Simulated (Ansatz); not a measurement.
The starting structures come from a database of crystals and need not be the phases stable at ambient conditions.

 Where the default PAW files enter, the runs use the earlier of Ansatz's two default sets.

Tunnelling through a barrier is set by its complex band structure: the current falls as exp(−2κd) with the smallest κ.

Given:

```
ZrO2
1.0
    3.38795     0.00000     0.00000
    0.00000     6.58922     0.00000
    0.00000     0.00000     5.63274
Zr O
4 8
Direct
  0.75000   0.89158   0.75154
  0.25000   0.10842   0.24846
  0.25000   0.39158   0.74846
  0.75000   0.60842   0.25154
  0.25000   0.65924   0.97802
  0.75000   0.34076   0.02198
  0.75000   0.15924   0.52198
  0.25000   0.84076   0.47802
  0.25000   0.07650   0.86074
  0.75000   0.92350   0.13926
  0.75000   0.57650   0.63926
  0.25000   0.42350   0.36074
```

Space group of this cell: Pnma. The cell is taken as given; by PBEsol its mean pressure is -12.4 GPa.

Transport runs along the normal of the first two printed cell vectors.

The gap is the functional's own. No spin-orbit coupling. Mid-gap values are interpolated on the energy grid.

Problem. Give the band gap and the smallest decay constant κ at mid-gap that PBEsol (Ansatz, a quantum-chemistry and plane-wave program) yields.

Solution. Gap 2.82 eV on a 10×6×6 mesh; κ = 0.423 1/Å, at the zone centre.
